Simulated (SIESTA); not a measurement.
# Input and output of a self-consistent single point for InHO2 (Pa-3, 16 atoms in the cell) (SIESTA)

Computed with LDA PW92, numerical atomic orbitals DZP, PseudoDojo LDA standard norm-conserving potentials (rewritten from UPF to PSML) (SIESTA 5.4.2).

Input as run:

```
# files in the folder: In.psml H.psml O.psml (PseudoDojo LDA standard)
SystemName  InHO2
SystemLabel inho2

NumberOfAtoms                16
NumberOfSpecies              3
%block ChemicalSpeciesLabel
  1 49 In
  2 1 H
  3 8 O
%endblock ChemicalSpeciesLabel
LatticeConstant              1.0 Ang
%block LatticeVectors
     5.393510000    0.000000000    0.000000000
     0.000000000    5.393510000    0.000000000
     0.000000000    0.000000000    5.393510000
%endblock LatticeVectors
AtomicCoordinatesFormat      Fractional
%block AtomicCoordinatesAndAtomicSpecies
     0.500000000    0.500000000    0.000000000  1
     0.000000000    0.500000000    0.500000000  1
     0.000000000    0.000000000    0.000000000  1
     0.500000000    0.000000000    0.500000000  1
     0.000000000    0.000000000    0.500000000  2
     0.500000000    0.000000000    0.000000000  2
     0.500000000    0.500000000    0.500000000  2
     0.000000000    0.500000000    0.000000000  2
     0.130040000    0.869960000    0.369960000  3
     0.869960000    0.130040000    0.630040000  3
     0.369960000    0.130040000    0.869960000  3
     0.630040000    0.869960000    0.130040000  3
     0.630040000    0.630040000    0.630040000  3
     0.369960000    0.369960000    0.369960000  3
     0.869960000    0.369960000    0.130040000  3
     0.130040000    0.630040000    0.869960000  3
%endblock AtomicCoordinatesAndAtomicSpecies

XC.functional                LDA
XC.authors                   PW92
PAO.BasisSize                DZP
PAO.EnergyShift              0.01 Ry
MeshCutoff                   400 Ry
%block kgrid.MonkhorstPack
    5   0   0  0.0
    0   5   0  0.0
    0   0   5  0.0
%endblock kgrid.MonkhorstPack
OccupationFunction           FD
ElectronicTemperature        10 K

MaxSCFIterations             150
SCF.Mixer.Method             Pulay
SCF.Mixer.Weight             0.25
SCF.Mixer.History            8
SCF.DM.Tolerance             1.0E-04
Diag.ParallelOverK           true
WriteForces                  true
```

The program printed (abridged):

```
reinit: Reading from file input.fdf

reinit: System Name: InHO2
reinit: System Label: inho2

coor:   Atomic-coordinates input format  =     Fractional

siesta: Atomic coordinates (Bohr) and species
siesta:      5.09613   5.09613   0.00000  1        1
siesta:      0.00000   5.09613   5.09613  1        2
siesta:      0.00000   0.00000   0.00000  1        3
siesta:      5.09613   0.00000   5.09613  1        4
siesta:      0.00000   0.00000   5.09613  2        5
siesta:      5.09613   0.00000   0.00000  2        6
siesta:      5.09613   5.09613   5.09613  2        7
siesta:      0.00000   5.09613   0.00000  2        8
siesta:      1.32540   8.86686   3.77073  3        9
siesta:      8.86686   1.32540   6.42153  3       10
siesta:      3.77073   1.32540   8.86686  3       11
siesta:      6.42153   8.86686   1.32540  3       12
siesta:      6.42153   6.42153   6.42153  3       13
siesta:      3.77073   3.77073   3.77073  3       14
siesta:      8.86686   3.77073   1.32540  3       15
siesta:      1.32540   6.42153   8.86686  3       16

siesta: System type = bulk

initatomlists: Number of atoms, orbitals, and projectors:     16   196   196

siesta: ******************** Simulation parameters ****************************
redata: Spin configuration                          = none
redata: Time-Reversal Symmetry                      = T
redata: Number of Atomic Species                    =        3
redata: Mesh Cutoff                                 =   400.0000 Ry
redata: Net charge of the system                    =     0.0000 |e|
redata: Min. number of SCF Iter                     =        0
redata: Max. number of SCF Iter                     =      150
redata: SCF convergence failure will abort job
redata: SCF mix quantity                            = Hamiltonian
redata: Mix DM or H after convergence               =   F
redata: Recompute H after scf cycle                 =   F
   [... lines left out ...]
diag: Parallel distribution                         =     1 x     1
diag: Used triangular part                          = Lower
diag: Absolute tolerance                            =  0.100E-15
diag: Orthogonalization factor                      =  0.100E-05
diag: Memory factor                                 =  1.0000

superc: Internal auxiliary supercell:     5 x     5 x     5  =     125
superc: Number of atoms, orbitals, and projectors:   2000  24500  24500

                        Single-point calculation

superc: Internal auxiliary supercell:     5 x     5 x     5  =     125
superc: Number of atoms, orbitals, and projectors:   2000  24500  24500

outcell: Unit cell vectors (Ang):
        5.393510    0.000000    0.000000
        0.000000    5.393510    0.000000
        0.000000    0.000000    5.393510

outcell: Cell vector modules (Ang)   :    5.393510    5.393510    5.393510
outcell: Cell angles (23,13,12) (deg):     90.0000     90.0000     90.0000
outcell: Cell volume (Ang**3)        :    156.8969
new_DM -- step:     1
Initializing Density Matrix...

Attempting to read DM from file... Failed...
DM filled with atomic data:

InitMesh: MESH = 72 x 72 x 72 = 373248
InitMesh: Mesh cutoff (required, used) =   400.000   492.520 Ry

stepf: Fermi-Dirac step function
        iscf     Eharris(eV)        E_KS(eV)     FreeEng(eV)     dDmax    Ef(eV) dHmax(eV)
   scf:    1   -10837.700051   -10856.634553   -10856.634553  1.664835 -5.892620  6.330338
   scf:    2   -10872.095408   -10866.022226   -10866.022226  0.146936 -6.158009  2.944642
   scf:    3   -10867.564405   -10867.089525   -10867.089525  0.106550 -5.825063  1.049121
   scf:    4   -10867.255077   -10867.188907   -10867.188907  0.040949 -5.862908  0.086073
   scf:    5   -10867.187635   -10867.190187   -10867.190187  0.010163 -5.835527  0.071087
   scf:    6   -10867.191304   -10867.191404   -10867.191404  0.003191 -5.849527  0.021822
   scf:    7   -10867.191579   -10867.191513   -10867.191513  0.001083 -5.844281  0.004179
   scf:    8   -10867.191520   -10867.191518   -10867.191518  0.000311 -5.843616  0.000943
   scf:    9   -10867.191518   -10867.191518   -10867.191518  0.000047 -5.843424  0.000185
SCF Convergence by DM+H criterion
max |DM_out - DM_in|         :     0.0000467409
max |H_out - H_in|      (eV) :     0.0001846727
SCF cycle converged after 9 iterations

Using DM_out to compute the final energy and forces

siesta: E_KS(eV) =           -10867.1915

siesta: E_KS - E_eggbox =    -10867.1915

siesta: Atomic forces (eV/Ang):
     1   -0.000000    0.000000   -0.000000
     2    0.000000   -0.000000   -0.000000
     3    0.000000   -0.000000   -0.000000
     4   -0.000000    0.000000   -0.000000
     5   -0.000000    0.000000    0.000000
     6    0.000000   -0.000000    0.000000
     7    0.000000    0.000000    0.000000
     8   -0.000000   -0.000000    0.000000
     9    0.058391   -0.058391   -0.058391
    10   -0.058391    0.058391    0.058391
    11   -0.058391    0.058391   -0.058391
    12    0.058391   -0.058391    0.058391
    13    0.058391    0.058391    0.058391
    14   -0.058391   -0.058391   -0.058391
    15   -0.058391   -0.058391    0.058391
    16    0.058391    0.058391   -0.058391
   Tot   -0.000000    0.000000   -0.000000
   Max    0.058391
   Res    0.041289    sqrt( Sum f_i^2 / 3N )
   Max    0.058391    constrained

Stress tensor Voigt[x,y,z,yz,xz,xy] (kbar):      103.73      103.73      103.73       -0.00        0.00       -0.00
(Free)E + p*V (eV/cell)   -10877.3497
Target enthalpy (eV/cell)   -10867.1915

siesta: Program's energy decomposition (eV):
siesta: Ebs     =     -1592.575934
siesta: Eions   =     14155.243649
siesta: Ena     =      1508.031426
siesta: Ekin    =      7039.588306
siesta: Enl     =     -2224.040618
siesta: Eso     =         0.000000
siesta: Edftu   =         0.000000
siesta: DEna    =        42.615047
siesta: DUscf   =         4.789713
siesta: DUext   =         0.000000
siesta: Ex      =     -2809.649853
siesta: Ec      =      -273.281889
siesta: Exc     =     -3082.931743
siesta: Eharris =    -10867.191518
siesta: Etot    =    -10867.191518
siesta: FreeEng =    -10867.191518

siesta: Atomic forces (eV/Ang):
siesta:      1   -0.000000    0.000000   -0.000000
siesta:      2    0.000000   -0.000000   -0.000000
siesta:      3    0.000000   -0.000000   -0.000000
siesta:      4   -0.000000    0.000000   -0.000000
siesta:      5   -0.000000    0.000000    0.000000
siesta:      6    0.000000   -0.000000    0.000000
siesta:      7    0.000000    0.000000    0.000000
siesta:      8   -0.000000   -0.000000    0.000000
siesta:      9    0.058391   -0.058391   -0.058391
siesta:     10   -0.058391    0.058391    0.058391
siesta:     11   -0.058391    0.058391   -0.058391
siesta:     12    0.058391   -0.058391    0.058391
siesta:     13    0.058391    0.058391    0.058391
siesta:     14   -0.058391   -0.058391   -0.058391
siesta:     15   -0.058391   -0.058391    0.058391
siesta:     16    0.058391    0.058391   -0.058391
siesta: ----------------------------------------
siesta:    Tot   -0.000000    0.000000   -0.000000

siesta: Stress tensor (static) (eV/Ang**3):
siesta:     0.064744   -0.000000   -0.000000
siesta:    -0.000000    0.064744   -0.000000
siesta:     0.000000   -0.000000    0.064744

siesta: Cell volume =        156.896937 Ang**3

siesta: Pressure (static):
siesta:                Solid            Molecule  Units
siesta:          -0.00070516         -0.00068418  Ry/Bohr**3
siesta:          -0.06474443         -0.06281810  eV/Ang**3
siesta:        -103.73200901       -100.64569763  kBar
```

The run converged in 9 iterations.

The starting cell comes from a database of computed structures (which also holds hypothetical and non-ambient phases and stackings), without a prior relaxation at this level. Values carry the incompleteness of an atom-centred basis. With a pressure of about -10 GPa the cell is away from its equilibrium volume at this level.

Cost on one core of a shared machine: roughly 3 min.
